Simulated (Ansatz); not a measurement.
System: SiC2N4 (Pn-3m, No. 224, 14 atoms in the cell; start mp-30160). Method: r²SCAN (Ansatz, an electronic-structure program, plane waves, PAW).

Run with plane-wave cutoff 560 eV, 6×6×6 k mesh, Fermi–Dirac smearing 0.01 eV, scalar-relativistic PAW data made under PBE.

Cell (relaxed with PBEsol):

```cif
data_C4N8Si2
_chemical_formula_sum 'Si2 C4 N8'
_space_group_name_H-M_alt 'P 1'
_space_group_IT_number 1
_cell_length_a 6.66845
_cell_length_b 6.66845
_cell_length_c 6.66845
_cell_angle_alpha 90.000
_cell_angle_beta 90.000
_cell_angle_gamma 90.000
loop_
_space_group_symop_operation_xyz
  'x, y, z'
loop_
_atom_site_label
_atom_site_type_symbol
_atom_site_fract_x
_atom_site_fract_y
_atom_site_fract_z
_atom_site_occupancy
Si1 Si 0.50000 0.50000 0.50000 1
Si2 Si 0.00000 0.00000 0.00000 1
C1 C 0.75000 0.25000 0.25000 1
C2 C 0.25000 0.25000 0.75000 1
C3 C 0.25000 0.75000 0.25000 1
C4 C 0.75000 0.75000 0.75000 1
N1 N 0.14552 0.85448 0.14552 1
N2 N 0.64552 0.64552 0.64552 1
N3 N 0.85448 0.14552 0.14552 1
N4 N 0.35448 0.35448 0.64552 1
N5 N 0.14552 0.14552 0.85448 1
N6 N 0.64552 0.35448 0.35448 1
N7 N 0.85448 0.85448 0.85448 1
N8 N 0.35448 0.64552 0.35448 1
```

Problem. Estimate the band gap, smallest direct gap on the k points sampled and direct gap at Γ that the calculation returns.

Solution. 
- band gap: 4.77 eV
- smallest direct gap on the k points sampled: 4.78 eV
- direct gap at Γ: 4.94 eV

Note: cell and atoms aren't relaxed at this level (largest force component 0.27 eV/Å, pressure -1.6 GPa).

A start named mp-… is a Materials Project structure, which need not be a measured phase.
